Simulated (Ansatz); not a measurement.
Data:

End structure of a constructed model of the (110) surface of bcc Mo, p(2x2) surface alloy, Sn on one Mo site of the top plane (bottom of the slab: a bare face, its two planes held):

```
CELL_PARAMETERS angstrom
      5.47470     0.00000     0.00000
     -1.82490     5.16159     0.00000
      0.00000     0.00000    27.50000
ATOMIC_POSITIONS crystal
  Mo 0.25000 0.25000 0.29722
  Mo 0.25000 0.75000 0.29722
  Mo 0.75000 0.25000 0.29722
  Mo 0.75000 0.75000 0.29722
  Mo 0.50000 0.50000 0.37850
  Mo 0.50000 0.00000 0.37850
  Mo 0.00000 0.50000 0.37850
  Mo 0.00000 0.00000 0.37850
  Mo 0.74954 0.74954 0.45952
  Mo 0.75140 0.24860 0.46007
  Mo 0.24860 0.75140 0.46007
  Mo 0.25046 0.25046 0.45952
  Mo 0.00000 0.00000 0.54208
  Mo 0.00000 0.50000 0.54096
  Mo 0.50000 0.00000 0.54096
  Mo 0.50000 0.50000 0.54035
  Mo 0.24758 0.24758 0.62236
  Mo 0.25621 0.74379 0.62290
  Mo 0.74379 0.25621 0.62290
  Mo 0.75242 0.75242 0.62236
  Sn 0.50000 0.50000 0.72348
  Mo 0.50000 0.00000 0.69891
  Mo 0.00000 0.50000 0.69891
  Mo 0.00000 0.00000 0.69998
```

Slab: 24 atoms, 11.2 Å thick at the start; k 7x7x1, smearing 0.1 eV, dipole-corrected; 8 atoms held, the rest relaxed; held to the start's symmetry, so lower structures may exist; no spin, no spin-orbit, no U. It is one candidate, not shown to be the stable structure of the face.

Estimate the work function of the top face that PBE (Ansatz, a quantum-chemistry and plane-wave program) returns for this input.

4.39 eV
